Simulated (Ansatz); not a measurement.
MgCO3 (R-3c, No. 167) was calculated with PBEsol-D3(BJ) in Ansatz (plane waves, PAW).

Settings: plane-wave cutoff 520 eV, 10×10×10 k mesh, Fermi–Dirac smearing 0.01 eV, scalar-relativistic PAW data made under PBE.

Computed points:

| V (Å³/atom) | E − E_lowest (meV/atom) |
|---|---|
| 8.785 | 5.50 |
| 8.968 | 1.32 |
| 9.151 | 0.00 |
| 9.334 | 1.22 |
| 9.517 | 4.71 |

### Question
Fit the third-order Birch–Murnaghan equation and give B0 and B′.

### Answer
V0 = 9.151 Å³/atom, B0 = 111 GPa, B′ = 4.8 (fit to the energies at full precision).

Shape and atoms are relaxed at each volume.

Note: the bulk modulus comes from volumes at which shape and atoms were relaxed.

Ansatz is a program for electronic structure.
